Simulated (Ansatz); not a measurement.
Defect: interstitial Al in wurtzite ZnO, charge state +3. Computed with PBE, PAW (plane waves to 420 eV; Ansatz, a quantum-chemistry and plane-wave program).

Cell of 72 host sites held at the relaxed PBE lattice; one k-point at (0.125, 0.250, 0.250); Fermi-Dirac width 0.01 eV, spin-restricted; finite-size errors left in. Static, classical nuclei. The charge state is imposed; whether it is stable for some Fermi level was not computed. Sites that were not tried may lie lower.

Barriers: single points on a 2×2×2 k-point mesh shifted by half a step along c at the bands' geometries.

Relaxed starting cell (atoms counted from 1):

```xyz
73
Lattice="9.8385 0.0000 0.0000 -4.9192 8.5204 0.0000 0.0000 0.0000 10.5876" Properties=species:S:1:pos:R:3 pbc="T T T"
Zn     2.0132     1.1515     3.2473
Zn     1.6462     0.9421     7.4314
Zn     0.0303     3.7465     2.6278
Zn     0.0023     3.9233     7.8360
Zn    -1.6522     6.6601     2.6274
Zn    -1.5102     6.5455     7.8367
Zn     5.0045     0.9645     2.6525
Zn     4.9210     0.9288     8.0236
Zn     3.3440     3.8420     2.6566
Zn     3.2703     3.7846     8.0257
Zn     1.3584     6.4568     2.7251
Zn     1.6280     6.6140     7.9426
Zn     8.1574     1.0442     2.7698
Zn     8.0607     0.8871     7.8292
Zn     6.5975     3.8021     2.6221
Zn     6.5591     3.7768     7.9574
Zn     4.9863     6.5336     2.7735
Zn     4.8016     6.5221     7.8320
Zn    -0.0844     1.9672     5.3583
Zn    -0.1085     1.9880     9.8026
Zn    -1.6401     4.7333     5.2156
Zn    -1.6569     4.7251    10.5991
Zn    -3.2585     7.4608     5.3591
Zn    -3.2534     7.4310     9.7905
Zn     3.4709     2.0061     5.4367
Zn     3.2113     1.8563    10.7006
Zn     1.6695     4.7322     5.2987
Zn     1.6429     4.7313    10.5801
Zn     0.0125     7.6041     5.2960
Zn    -0.0040     7.5823    10.5789
Zn     6.5332     1.9345     5.3106
Zn     6.5198     1.8994    10.5724
Zn     4.9413     4.6916     5.3138
Zn     4.9020     4.6978    10.5749
Zn     3.2627     7.5668     5.2712
Zn     3.2374     7.5524    10.4503
O      1.6657     0.9586     5.1241
O      1.3699     0.7864    10.4240
O      0.0257     3.7919     4.6495
O     -0.0009     3.8766     9.8709
O     -1.6227     6.6453     4.6492
O     -1.5648     6.5813     9.8699
O      4.9296     0.9542     4.6445
O      4.8370     0.9540    10.0115
O      3.2915     3.7940     4.6496
O      3.2425     3.7138    10.0147
O      1.6451     6.6289     4.6201
O      1.6208     6.6175     9.9523
O      8.1870     0.9571     4.7224
O      8.1112     0.9346     9.8504
O      6.5632     3.7896     4.6106
O      6.5581     3.7879     9.9543
O      4.9210     6.6096     4.7271
O      4.8631     6.5565     9.8566
O      0.2135     1.7902     2.2890
O     -0.0430     1.9117     7.4722
O     -1.5842     4.7585     2.0102
O     -1.6754     4.7040     7.2172
O     -3.2561     7.7991     2.2948
O     -3.2810     7.5130     7.4802
O      3.3460     1.9285     2.1049
O      3.3061     1.9028     7.4039
O      1.6747     4.7171     1.9944
O      1.6820     4.7427     7.2855
O      0.0088     7.6011     1.9934
O      0.0333     7.5980     7.2821
O      6.6153     1.9087     1.9881
O      6.4924     1.9053     7.2914
O      4.9642     4.7669     1.9910
O      4.9018     4.6565     7.2949
O      3.9045     7.9321     1.7284
O      3.2450     7.5464     7.2546
Al     0.5339     0.2989     1.3622
```
Cell charge +3.

End state 1 differs by these moves (Å; atoms that move under 0.15 Å are left out):

```
atom  element     Δx     Δy     Δz
----  -------  -----  -----  -----
1          Zn  -0.33  -0.11  -0.48
2          Zn   0.14  -0.05   0.40
5          Zn   0.30  -0.20   0.10
6          Zn  -0.11   0.07   0.11
7          Zn  -0.16   0.00   0.00
11         Zn   0.30   0.20  -0.10
12         Zn  -0.11  -0.07  -0.11
13         Zn  -0.33   0.11   0.48
14         Zn   0.14   0.06  -0.40
18         Zn   0.24   0.00   0.00
19         Zn   0.17   0.00   0.00
20         Zn   0.22   0.00   0.00
24         Zn   0.02   0.12   0.66
25         Zn  -0.16  -0.07  -0.13
26         Zn   0.11   0.04  -0.13
31         Zn  -0.16   0.07   0.12
32         Zn   0.11  -0.04   0.13
36         Zn   0.02  -0.12  -0.66
37          O  -0.01   0.00  -0.40
38          O   0.36   0.15  -0.57
44          O   0.17   0.00   0.00
49          O  -0.01   0.00   0.40
50          O   0.36  -0.15   0.57
55          O  -0.42   0.00   0.00
59          O  -0.64   0.13  -0.57
60          O   0.04   0.03  -0.23
61          O  -0.12  -0.02  -0.12
67          O  -0.12   0.02   0.12
71          O  -0.64  -0.13   0.57
72          O   0.04  -0.03   0.23
73         Al  -1.06   0.00   0.00
```

**Question.** What is the computed forward and backward barriers to end state 1 (PBE, PAW)?

**Answer.** forward 0.22 eV, backward 0.22 eV; at the saddle point atom 73 has neighbours O at 1.79, O at 1.95, O at 1.96, O at 1.97, O at 2.01 Å. The saddle point's order was not checked, and it lies on a symmetry element of the cell, where a band can be held.
